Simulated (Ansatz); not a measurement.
Ansatz (a first-principles code) run on MgTe (F-43m, 2 atoms in the cell): self-consistent single point

Computed with LDA (PW92), default PAW files made with PBE (plane waves; Ansatz).

This input was run:

Ansatz 0.2 input:
```yaml
crystal:
  lattice:
    - [0.000000, 3.226050, 3.226050]
    - [3.226050, 0.000000, 3.226050]
    - [3.226050, 3.226050, 0.000000]
  atoms:
    - { symbol: Mg, position: [0.000000, 0.000000, 0.000000] }
    - { symbol: Te, position: [0.250000, 0.250000, 0.250000] }
basis:
  ecutwfc: 420.0
kpoints:
  mp_grid: { grid: [7, 7, 7] }
hamiltonian:
  xc: lda
  pseudopotentials: { kind: paw }
scf:
  occupations: { method: fermi_dirac, width: 0.05 }
output:
  forces: true
  eigenvalues: true
  stress: true
```

The program printed (abridged):

```
WARN ansatz: RAYON_NUM_THREADS=1 ignored (pool sized by the plan → 1); use --threads N
Pseudopotentials: kind: paw
Pseudopotential: Mg, paw, valence charge 10
Pseudopotential: Te, paw, valence charge 16
Crystal: 2 atoms, lattice volume = 67.150 Å³
Basis set: ecut = 420 eV, 1363 PW (Γ)
Bands: 17, of which v1, the nominal top of the filled ones, is band 13 counted from 1 (12 counted from 0)
Symmetry: 24 space group operations
Space group: F-43m (ITA 216), of the structure as read, at distance tolerance 4.1e-5 Å
k-points: 20 of 343 (time reversal used)
PAW frozen core: Mg, regenerated for the run's functional, and the local potential with it
PAW frozen core: Te, regenerated for the run's functional, and the local potential with it
Initial density: superposition of atomic densities (neutral atoms: chi_scale 0, normalization atom), corrected by the library's trained network
Initial wavefunctions: pseudopotential atomic-orbital guess
Eigensolver: davidson
Functional: x = slater, c = lda
SCF iter   1: F=—  HF=-8730.483546 eV  |F-HF|=—  |Δ(HF+E_count)|=         —  Δρ=4.73e-3  dr2=5.87e-3  ethr=1.77e-3  ⟨swp⟩=6.0  Hψ=1880  notcnv=0
all-band conjugate gradients solve this SCF's bands
preconditioner: auto → none
SCF iter   2: F=—  HF=-8730.478304 eV  |F-HF|=—  |Δ(HF+E_count)|=   5.24e-3  Δρ=1.99e-3  dr2=1.08e-3  ethr=2.26e-5  ⟨swp⟩=2.0  Hψ=834  notcnv=0
SCF iter   3: F=—  HF=-8730.477970 eV  |F-HF|=—  |Δ(HF+E_count)|=   3.34e-4  Δρ=2.67e-4  dr2=3.16e-5  ethr=4.17e-6  ⟨swp⟩=3.0  Hψ=598  notcnv=0
SCF iter   4: F=—  HF=-8730.477966 eV  |F-HF|=—  |Δ(HF+E_count)|=   4.55e-6  Δρ=9.90e-5  dr2=9.01e-6  ethr=1.22e-7  ⟨swp⟩=2.0  Hψ=600  notcnv=0
iter 5 did not close the SCF: its close was put off for the readings that it lacked (scf_convergence_deferred on its scf_iter line)
SCF iter   5: F=-8730.477961 eV  HF=-8730.477961 eV  |F-HF|=1.25e-7  |Δ(HF+E_count)|=   4.87e-6  Δρ=1.66e-5  dr2=9.87e-8  ethr=3.47e-8  ⟨swp⟩=2.0  Hψ=520  notcnv=0
SCF iter   6: F=-8730.477961 eV  HF=-8730.477961 eV  |F-HF|=1.73e-10  |Δ(HF+E_count)|=   1.03e-7  Δρ=1.89e-6  dr2=1.64e-9  ethr=3.80e-10  ⟨swp⟩=3.4  Hψ=1498  notcnv=0
SCF 1 converged in 6 iterations: F = -8730.477961 eV  dr2 = 1.64e-9
SCF converged after 6 iterations
Free energy (F): -8730.477961 eV
Harris-Foulkes:  -8730.477961 eV  (|F-HF|=1.73e-10)
Internal energy: -8730.477961 eV  (E = F + TS)
E sigma→0 (E₀):  -8730.477961 eV
Fermi energy:    5.253907 eV
--- Per-component energies (eV) ---
  E_band       = -671.709750
  E_kinetic    = 257.827389
  E_local      = -3311.158942  (includes V_loc(G=0)·N_el)
  E_nonlocal   = -207.729104
  E_hartree    = 1572.279138
  E_xc         = -152.445184
  E_vxc        = -142.082713  (∫ρ·V_xc dr)
  E_paw        = -4782.356485  (= ΣΔE_a)
  E_vpaw       = -413.124951  (= ΣTr[D̂ρ^β])
  E_aug_tail   = -0.000206  (compensation charges beyond the density's cutoff)
  E_ewald      = -2107.723707
  E_core_change = 0.829141  (= ΣΔE_core)
  E_smearing   = -0.000000  (= −TS)
  E_closure    = 0.000000  (closes the sum)
  Σ components = -8730.477961   (vs F -8730.477961, Δ=0.00e0)
--- Forces (eV/Å), atoms counted from 1 ---
  atom   1  Mg     0.00000000    -0.00000000    -0.00000000
  atom   2  Te     0.00000000    -0.00000000    -0.00000000
  max |Σ_I F_I| component: 1.68e-16 eV/Å
--- Stress (GPa, compression-positive) ---
       -1.394733       0.000000      -0.000000
        0.000000      -1.394733       0.000000
       -0.000000       0.000000      -1.394733
  P = ⅓ Tr σ = -1.3947 GPa (-13.947 kbar)
  The stress holds the Pulay correction. Without it, at fixed plane waves, as pw.x and ABINIT print it: P = -1.4124 GPa
--- Band table (eV; the first three rows and the last of 20) ---
  k-point 0: bands = ["-70.2754", "-37.7011", "-37.7011", "-37.7011", "-30.9251", "-30.9251", "-30.9251", "-30.9166", "-30.9166", "-6.1939", "4.1013", "4.1013", "4.1013", "6.3084", "9.5147", "9.5147", "9.5147"]
  k-point 1: bands = ["-70.2754", "-37.7012", "-37.7011", "-37.7011", "-30.9251", "-30.9250", "-30.9250", "-30.9166", "-30.9166", "-6.0976", "3.1149", "4.0103", "4.0103", "7.1037", "9.4526", "9.7222", "9.7222"]
  k-point 2: bands = ["-70.2754", "-37.7012", "-37.7011", "-37.7011", "-30.9252", "-30.9249", "-30.9249", "-30.9165", "-30.9165", "-5.8601", "1.7774", "3.8278", "3.8278", "7.3785", "9.8166", "9.8166", "10.4122"]
  k-point 19: bands = ["-70.2754", "-37.7013", "-37.7012", "-37.7012", "-30.9253", "-30.9249", "-30.9244", "-30.9166", "-30.9163", "-5.4198", "1.3533", "2.1162", "2.8885", "8.1995", "9.5657", "10.5156", "10.9139"]
```

The run converged in 6 iterations.

The starting cell has typed, rounded lattice constants, without a prior relaxation at this level. Its lattice was rescaled by up to half a per cent. Spin-orbit coupling is off. Ansatz's pressure includes its estimate of the finite-basis (Pulay) stress.
